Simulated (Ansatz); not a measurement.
CsCl-type NiAl, treated with r²SCAN (PAW; Ansatz, a quantum-chemistry and plane-wave program).

Settings: plane-wave cutoff 560 eV, 20×20×20 k mesh, Fermi–Dirac smearing 0.05 eV, no spin polarisation, scalar-relativistic PAW data made under PBE.

Cell (relaxed at this level):

```
AlNi
1.0
    2.86320     0.00000     0.00000
    0.00000     2.86320     0.00000
    0.00000     0.00000     2.86320
Al Ni
1 1
Direct
  0.50000   0.50000   0.50000
  0.00000   0.00000   0.00000
```

**Question.** Give the computed bulk modulus.

**Answer.** 
- bulk modulus = 177 GPa

Measured, for comparison: bulk modulus 156 GPa (room temperature, no zero-point or thermal correction; as tabulated in Yamada et al. (2019), arXiv:1910.09660). Computed (rounded) less measured: bulk modulus +13 %.

Note: the run has no spin polarisation, so it can have missed a magnetic state; the bulk modulus is −V dP/dV from two relaxed cells at ±2 % in volume.

Computed values are for the static lattice.
